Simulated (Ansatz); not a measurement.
Base system: HfN in the rock salt structure (space group Fm-3m, No. 225; a = 4.5018 Å; relaxed with 0.1 eV smearing). Axes: x, y, z lie along the cube axes.

All numbers come from PBEsol (Ansatz, a first-principles code, PAW, scalar-relativistic without spin-orbit coupling).

Base values:

- Volume per atom: 11.40 Å³

Modification: uniaxial stress, 5 GPa tension along x; all other stress components relax to zero.

Predict the new energy relative to the base.

The energy goes up by 1.6 meV/atom.

What happens to the volume per atom?

The volume per atom increases by 0.071 Å³ (11.40 Å³ → 11.48 Å³).

What does the calculation give for the secant Young's modulus along x after the change?

The secant Young's modulus along x is 570 GPa.

Estimate the effect on the mean lateral Poisson ratio.

The mean lateral Poisson ratio is 0.15.

Load acts through the strain it causes; cell and atoms are relaxed under it. Stability under load was not tested beyond the relaxation. All final runs are without spin polarisation. An odd electron count without spin: HfN.
